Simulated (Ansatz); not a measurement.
The starting structures come from a database of crystals and need not be the phases stable at ambient conditions.

The decay constant κ of evanescent states in the gap governs leakage through a thin film.

```yaml
crystal:
  lattice:
    - [7.17867, 0.00000, 0.00000]
    - [0.00000, 10.12110, 0.00000]
    - [0.00000, 5.06055, 2.92171]
  atoms:
    - { symbol: Ba, position: [0.33588, 0.66667, 0.00000] }
    - { symbol: Ba, position: [0.66412, 0.33333, 0.00000] }
    - { symbol: Ba, position: [0.00000, 0.00000, 0.00000] }
    - { symbol: Mg, position: [0.50000, 0.00000, 0.00000] }
    - { symbol: Ta, position: [0.82325, 0.66667, 0.00000] }
    - { symbol: Ta, position: [0.17675, 0.33333, 0.00000] }
    - { symbol: O, position: [0.32458, 0.17209, 0.00000] }
    - { symbol: O, position: [0.67542, 0.82791, 0.00000] }
    - { symbol: O, position: [0.32458, 0.17209, 0.48373] }
    - { symbol: O, position: [0.67542, 0.82791, 0.51627] }
    - { symbol: O, position: [0.32458, 0.65582, 0.51627] }
    - { symbol: O, position: [0.67542, 0.34418, 0.48373] }
    - { symbol: O, position: [0.00000, 0.50000, 0.50000] }
    - { symbol: O, position: [0.00000, 0.00000, 0.50000] }
    - { symbol: O, position: [0.00000, 0.50000, 0.00000] }
```

Space group of this cell: P-3m1. The cell is taken as given; by r2SCAN its mean pressure is -5.2 GPa.

Transport runs along the normal of the first two printed cell vectors, the (110) plane of the conventional cell.

No gap correction and no spin-orbit coupling; mid-gap values are interpolated between computed energies.

### Question
Give the band gap and the smallest decay constant κ at mid-gap that r2SCAN run with Ansatz (a program for electronic structure) yields.

### Answer
Gap 3.78 eV on a 4×10×10 mesh; κ = 0.329 1/Å, at the zone centre.
